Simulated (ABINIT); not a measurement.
ABINIT run on TiB2 (P1, 3 atoms in the cell): self-consistent single point.

Method: PBEsol, PAW (JTH v2.0 PBE PAW, files made for PBE) (plane waves; ABINIT 10.0.3).

```xyz
3
Lattice="3.0259 0.0000 0.0000 -1.5130 2.6205 0.0000 0.0000 0.0000 3.2288" Properties=species:S:1:pos:R:3 pbc="T T T"
Ti     0.0203     0.0050     0.0008
B     -0.0165     1.7384     1.6248
B      1.5091     0.8772     1.6031
```

Reference input (self-consistent single point, DFT, PBE, plane waves, PAW (JTH v2.0 PBE PAW)): pseudos = [Ti.GGA_PBE-JTH.xml, B.GGA_PBE-JTH.xml]; ecut = 816 eV; pawecutdg = 1633 eV; pawxcdev = 0; ixc = 11; occopt = 3; tsmear = 0.05 eV; ngkpt = 8 8 7; nshiftk = 1; shiftk = 0 0 0; potentials = JTH v2.0 PBE PAW; nband = 14. This run's input differs from it in these lines:

```diff
@@ -20,3 +20,3 @@
 pawxcdev 0
-ixc 11
+ixc -116133
 occopt 3
```

Log, with long lists cut:

```
--- !BeginCycle
solver: {iscf: 17, nstep: 80, nline: 4, wfoptalg: 10, }
tolerances: {tolvrs: 1.00E-11, }
...

     iter   Etot(hartree)      deltaE(h)  residm     nres2
 ETOT  1  -62.173875041414    -6.217E+01 1.007E+01 2.023E+01
 ETOT  2  -64.444886304026    -2.271E+00 4.594E-01 9.734E+00
 ETOT  3  -64.422926492954     2.196E-02 2.660E-01 1.442E+00
 ETOT  4  -64.424520667118    -1.594E-03 1.515E-01 9.189E-02
 ETOT  5  -64.424979297512    -4.586E-04 1.880E-01 6.007E-02
   [... 4 lines left out ...]
 ETOT 10  -64.424855670888    -1.416E-09 7.105E-04 9.922E-09
 ETOT 11  -64.424855670924    -3.560E-11 9.053E-04 2.708E-09
 ETOT 12  -64.424855670921     3.411E-12 4.797E-04 1.543E-11
 ETOT 13  -64.424855670921    -3.411E-13 5.083E-04 6.081E-12
 At SCF step   13       nres2   =  6.08E-12 < tolvrs=  1.00E-11 =>converged.

 Cartesian components of stress tensor (hartree/bohr^3)
  sigma(1 1)=  7.45867257E-05  sigma(3 2)= -7.58522500E-08
  sigma(2 2)=  9.64251761E-05  sigma(3 1)= -3.07881547E-07
  sigma(3 3)=  2.28221600E-04  sigma(2 1)= -1.14752646E-05

 ----iterations are completed or convergence reached----

 reduced coordinates (array xred) for    3 atoms
       0.007660000000      0.001901000000      0.000253000000
       0.326245000000      0.663375000000      0.503231000000
       0.666094000000      0.334724000000      0.496516000000
 cartesian forces (eV/Angstrom) at end:
    1     -0.43422907543072    -0.10481346862032    -0.01698525081435
    2      0.43006068206675     0.25037488216813    -0.12569858294049
   [... lines left out ...]
 Fermi (or HOMO) energy (eV) =   9.99236   Average Vxc (eV)= -12.51042
   [... lines left out ...]
'-kT*entropy'       : -2.58244551764056E-05
total_energy        : -6.44248556651258E+01
total_energy_eV     : -1.75308947762883E+03
...

-Cartesian components of stress tensor (GPa)         [Pressure= -3.9153E+00 GPa]
- sigma(1 1)=  2.19441686E+00  sigma(3 2)= -2.23164987E-03
- sigma(2 2)=  2.83692615E+00  sigma(3 1)= -9.05818632E-03
- sigma(3 3)=  6.71451015E+00  sigma(2 1)= -3.37613884E-01

 Calculation completed.
```

The run converged in 13 iterations. Against the reference run the pressure goes from 1.21 to -3.92 GPa and the largest force moves little (0.512 to 0.513 eV/Å).

The starting cell comes from a database of computed structures (which also holds hypothetical and non-ambient phases and stackings), without a prior relaxation at this level. Its atoms were displaced at random from the sites of space group no. 191. Spin polarisation is off. The potentials were made for another functional than the one used. With a pressure of about -4 GPa the cell is away from its equilibrium volume at this level.

Cost on one core of a shared machine: roughly 4 min.
